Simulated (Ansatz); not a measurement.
**A short convergence ladder for Pb (Fm-3m, 1 atom in the cell)**

```
Pb
1.0
    0.00000     2.46758     2.46758
    2.46758     0.00000     2.46758
    2.46758     2.46758     0.00000
Pb
1
Direct
  0.00000   0.00000   0.00000
```

Base method: PBE (plane waves, PAW; Ansatz, a program for electronic structure).

Base settings: basis.ecutwfc = 420 eV; kpoints.mp_grid.grid = 12 12 12; hamiltonian.xc = pbe; hamiltonian.pseudopotentials = {kind: paw} (the program's default PAW files); scf.occupations.method = gaussian; scf.occupations.width = 0.1 eV.

Core times come from one kind of shared machine, to one figure; runs under 30 s give none.

**The q mesh of the phonons**

In this ladder: phonons.method = dfpt.

Only quantities that move along the ladder and can be compared are tabulated.

Thermal sums run over frequencies interpolated from this q mesh.

| phonons.qmesh | zero-point energy (meV/atom) | vibrational free energy at 300 K (meV/atom) | core time / last (rough) |
|---|---|---|---|
| 2 2 2 | 7.86 | -127.79 | – |
| 3 3 3 | 9.12 | -117.83 | 0.1 |
| 4 4 4 | 8.86 | -117.92 | 0.3 |
| 6 6 6 | 8.65 | -121.22 | 1 |

Coarsest phonons.qmesh that holds the vibrational free energy at 300 K within 2 meV/atom: not settled: the last two steps still differ by 3.3 meV/atom, over half the tolerance, so the ladder does not show it.

On the base run: the starting cell has typed, rounded lattice constants, without a prior relaxation at this level. Its lattice was rescaled by up to half a per cent. In the base run, with a pressure of about 3 GPa the cell is away from its equilibrium volume at this level.

Keys are those of Ansatz 0.2.
